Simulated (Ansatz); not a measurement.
The reference is Pt in the diamond structure (space group Fd-3m, No. 227; a = 5.776 Å; a hypothetical phase, not in the database extracts checked).

(Cell as relaxed with PBE.)

Levels (all Ansatz, an electronic-structure program, PAW): PBE (420 eV, without spin-orbit coupling); PBEsol (420 eV, without spin-orbit coupling).

Each level relaxes its own structure.

```json
[
 {"quantity": "volume per atom", "PBE": "24.08 Å³", "PBEsol": "___"},
 {"quantity": "lattice parameter a", "PBE": "5.776 Å", "PBEsol": "___"},
 {"quantity": "band gap", "PBE": "zero", "PBEsol": "___"}
]
```

**Question.** Given the PBE results, estimate those of PBEsol.

**Answer.** 
- volume per atom, PBEsol: 23.01 Å³
- lattice parameter a, PBEsol: 5.688 Å
- band gap, PBEsol: zero

PBE's volume per atom lies 1.076 Å³ above PBEsol's (4.7 %); PBE's lattice parameter a lies 0.0873 Å above PBEsol's (1.5 %); the two agree on the band gap. Neither level is exact; PBEsol is the comparison here, not a measurement.

No phonon test of stability was made. All final runs are without spin polarisation. Pt has a high density of states at the Fermi level and may be magnetic at this level.
